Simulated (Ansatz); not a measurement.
Fluorite CoSi2 was calculated with BLYP (Ansatz, a quantum-chemistry and plane-wave program, PAW).

Run with plane-wave cutoff 520 eV, 18×18×18 k mesh, Fermi–Dirac smearing 0.05 eV, no spin polarisation, scalar-relativistic PAW data made under PBE.

Computed points:

```
V (Å³/atom)  E − E_lowest (meV/atom)
-----------  -----------------------
12.580                         25.31
12.848                         10.80
13.115                          2.59
13.383                          0.00
13.651                          2.34
13.918                          8.85
14.186                         18.88
```

Task: What bulk modulus B0 and pressure derivative B′ does a third-order Birch–Murnaghan fit give?

Result: V0 = 13.384 Å³/atom, B0 = 145 GPa, B′ = 6.2 (fit to the energies at full precision).

Measured, for comparison: equilibrium volume per atom 12.87 Å³/atom (room temperature, not corrected to a static lattice; as tabulated in Hegde and Bowen (2014), arXiv:1405.1317). Computed (rounded) less measured: equilibrium volume per atom +4.0 %.

Static lattice: no zero-point or thermal effects.
